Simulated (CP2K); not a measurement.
Input and output of a self-consistent single point for MoTe2 (P6_3/mmc, 6 atoms in the cell) (CP2K).

Method: PBE, GPW, DZVP-MOLOPT-SR-GTH basis, GTH-PBE potentials (GTH_POTENTIALS) (CP2K).

The change in words: lattice scaled by 0.98. Reference geometry:
```yaml
crystal:
  lattice:
    - [3.51648, 0.00000, 0.00000]
    - [-1.75824, 3.04536, 0.00000]
    - [0.00000, 0.00000, 13.94604]
  atoms:
    - { symbol: Te, position: [0.33333, 0.66667, 0.87900] }
    - { symbol: Te, position: [0.66667, 0.33333, 0.37900] }
    - { symbol: Te, position: [0.66667, 0.33333, 0.12100] }
    - { symbol: Te, position: [0.33333, 0.66667, 0.62100] }
    - { symbol: Mo, position: [0.33333, 0.66667, 0.25000] }
    - { symbol: Mo, position: [0.66667, 0.33333, 0.75000] }
```

Reference input (self-consistent single point, DFT PBE, GPW, DZVP-MOLOPT-SR-GTH basis, GTH-PBE potentials (GTH_POTENTIALS)): CUTOFF = 500 Ry; REL_CUTOFF = 50 Ry; SMEAR/METHOD = FERMI_DIRAC; ELECTRONIC_TEMPERATURE = 580.23 K; KPOINTS/SCHEME = MONKHORST-PACK 6 6 2; GAMMA_CENTERED = T; XC_FUNCTIONAL = PBE; Te/BASIS_SET = DZVP-MOLOPT-SR-GTH-q6; Te/POTENTIAL = GTH-PBE-q6; Mo/BASIS_SET = DZVP-MOLOPT-SR-GTH-q14; Mo/POTENTIAL = GTH-PBE-q14; METHOD = GPW. This run's input differs from it in these lines:

```diff
@@ -64,5 +64,5 @@
     &CELL
-      A 3.51648000 0.00000000 0.00000000
-      B -1.75824000 3.04536100 0.00000000
-      C 0.00000000 0.00000000 13.94604000
+      A 3.44615000 0.00000000 0.00000000
+      B -1.72307600 2.98445400 0.00000000
+      C 0.00000000 0.00000000 13.66711900
       PERIODIC XYZ
```

The program printed (abridged):

```
 SCF WAVEFUNCTION OPTIMIZATION

  Step     Update method      Time    Convergence         Total energy    Change
     1 NoMix/Diag. 0.30E+00      -     0.87663398      -170.1941806665 -1.70E+02
     2 Broy./Diag. 0.30E+00      -     0.11442452      -172.3973059964 -2.20E+00
     3 Broy./Diag. 0.30E+00      -     0.02871754      -170.1228571473  2.27E+00
     4 Broy./Diag. 0.30E+00      -     0.03459185      -169.1420966906  9.81E-01
     5 Broy./Diag. 0.30E+00      -     0.00648658      -169.2060714150 -6.40E-02
     6 Broy./Diag. 0.30E+00      -     0.00301332      -169.0958781887  1.10E-01
   [... 6 lines left out ...]
    13 Broy./Diag. 0.30E+00      -     0.00000422      -169.1379837566  8.65E-05
    14 Broy./Diag. 0.30E+00      -     0.00000044      -169.1379647698  1.90E-05
    15 Broy./Diag. 0.30E+00      -     0.00000037      -169.1379595756  5.19E-06
    16 Broy./Diag. 0.30E+00      -     0.00000010      -169.1379591997  3.76E-07
  *** SCF run converged in    16 steps ***

  Overlap energy of the core charge distribution:               0.00000000052597
  Self energy of the core charge distribution:               -327.81183244679744
  Core Hamiltonian energy:                                     73.09932301407706
  Hartree energy:                                             108.90962649046202
  Exchange-correlation energy:                                -23.33507515373533
  Electronic entropic energy:                                  -0.00000110427838
  Fermi energy:                                                 0.34050685225671

  Total energy:                                              -169.13795919974436
  Total energy (extrapolated to T->0):                       -169.13795864760516

                     Mulliken Population Analysis

   [... lines left out ...]

 STRESS| Analytical stress tensor [bar]
 STRESS|                        x                   y                   z
 STRESS|      x        1.27078408663E+05  -8.82237139953E-02   1.89927760661E-08
 STRESS|      y       -8.82237139953E-02   1.27077798276E+05   3.44268214576E-03
 STRESS|      z        1.89927760661E-08   3.44268214576E-03   1.48833556763E+05
 STRESS| 1/3 Trace                                             1.34329921234E+05
```

The run converged in 16 iterations. Against the reference run the free energy goes up by 84.3 meV/atom, the pressure goes from 5.43 to 13.43 GPa, the largest force goes from 0.425 to 1.385 eV/Å and the gap on the mesh goes from 0.799 to 0.784 eV.

The starting cell has typed, rounded lattice constants, without a prior relaxation at this level. Its lattice was rescaled by a random factor within 2.5 % of one. For this run, on top of that: lattice scaled by 0.98. Spin-orbit coupling is off. Values carry the incompleteness of an atom-centred basis. With a pressure of about 13 GPa the cell is away from its equilibrium volume at this level. Forces in this geometry exceed 1 eV/Å.

Cost on one core of a shared machine: roughly 2 min.
